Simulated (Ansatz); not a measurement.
NH4I (P4/nmm, No. 129; cell taken from a computed entry), treated with PBEsol in Ansatz (PAW).

Numerical settings: plane-wave cutoff 500 eV, 8×8×10 k mesh (along the axes of the cell as run), gaussian smearing 0.02 eV, scalar-relativistic PAW data made under PBE.

Computed at the level's own relaxed cell.

Task: Predict the volume per atom, lattice parameter a, lattice parameter c and band gap.

Result: 
- volume per atom: 13.56 Å³/atom
- lattice parameter a: 6.066 Å
- lattice parameter c: 4.424 Å
- band gap: 3.80 eV (on the SCF k mesh)

Note: the relaxation could not lower the start's symmetry, so the cell can be a saddle point above a distorted one.

Spin–orbit coupling is not included.

Static lattice: no zero-point or thermal effects.

Ansatz is an electronic-structure program.
